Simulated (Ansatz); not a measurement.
```
CELL_PARAMETERS angstrom
      0.00000     2.89628     2.89628
      2.89628     0.00000     2.89628
      2.89628     2.89628     0.00000
ATOMIC_POSITIONS crystal
  I  0.75000 0.75000 0.75000
  Cu 0.00000 0.00000 0.00000
```

No spin polarisation.

Method: PBEsol (Ansatz, a quantum-chemistry and plane-wave program, PAW, without spin-orbit coupling). Γ-centred 10×10×10 mesh, Fermi–Dirac width 0.05 eV.

What is the computed electron mass?

0.15 mₑ (at Γ).

What hole mass (degenerate bands, along [100]) does the calculation give?

0.20, 0.55, 0.55 mₑ (at Γ).

With I present, leaving out spin-orbit coupling can change the band edges. The levels and masses belong to the bands next to the band gap. Load acts through the strain it causes; cell and atoms are relaxed under it. Masses are band curvatures over ±0.01 Å⁻¹ around the edge. Whether these cells are dynamically stable was not tested. Tetrahedral semiconductors of this kind turn to denser phases somewhere between about 1 and 50 GPa; those were not computed, so compressed cells here can lie past the real transition. All final runs are without spin polarisation. The cell was made from CuI in the zinc blende structure (space group F-43m, No. 216) by this change: pressure 4.5 GPa.
